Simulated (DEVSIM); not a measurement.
Structure: abrupt GaAs p-n junction, at 250 K.

Layer 1 from the left is GaAs, thickness (μm) 0.610, Na (cm⁻³) 1.1e17, τn (s) 4.2e-9, τp (s) 4.2e-9. Layer 2 from the left is GaAs, thickness (μm) 20.0, Nd (cm⁻³) 1.2e16, τn (s) 4.2e-9, τp (s) 4.2e-9.

Left contact: ohmic. Right contact: ohmic. Voltage is applied to the left contact. Recombination: SRH at mid-gap, radiative, Auger. Mobility is constant in doping.

This is a model device: material constants are rounded textbook-type values typed into the input, and sizes, dopings and lifetimes were drawn at random. Values at 300 K; Nc and Nv go as T^1.5, mobilities as T to minus their exponent, the gap by Varshni's rule with the affinity fixed.

GaAs: gap (eV) 1.424, affinity (eV) 4.07, permittivity 12.9, Nc (cm⁻³) 4.7e17, Nv (cm⁻³) 9e18, μn (cm²/Vs) 8500, μp (cm²/Vs) 400, T exponent of μn 2.1, T exponent of μp 2.2, B (cm³/s) 2e-10, Cn (cm⁶/s) 1e-30, Cp (cm⁶/s) 1e-30, Varshni α (eV/K) 0.000541, Varshni β (K) 204.

Q: Estimate by hand the built-in potential, the peak field at zero bias, the capacitance at -0.6 V, and compare with a numerical solution.

A: 
- Built-in potential: ni = √(Nc Nv) exp(−Eg/2kT) = 4150 cm⁻³ with Eg = 1.446 eV; Vbi = kT/q ln(Na Nd/ni²) = 1.284 V; numerical 1.284 V.
- Peak field at zero bias: depletion approximation: W = √(2εVbi/(qN)) = 0.411 μm with N = 1.08e16 cm⁻³; field = 2Vbi/W = 62400 V/cm; numerical 61400 V/cm (estimate above by 1.7 %).
- Capacitance at -0.6 V: C = √(qεN / 2(Vbi + |V|)) = 22.9 nF/cm²; numerical 23.2 nF/cm² (estimate below by 1.1 %).

Model (solved in DEVSIM): 1D drift-diffusion, Boltzmann statistics, complete ionisation; no tunnelling, impact ionisation, image-force lowering or self-heating.
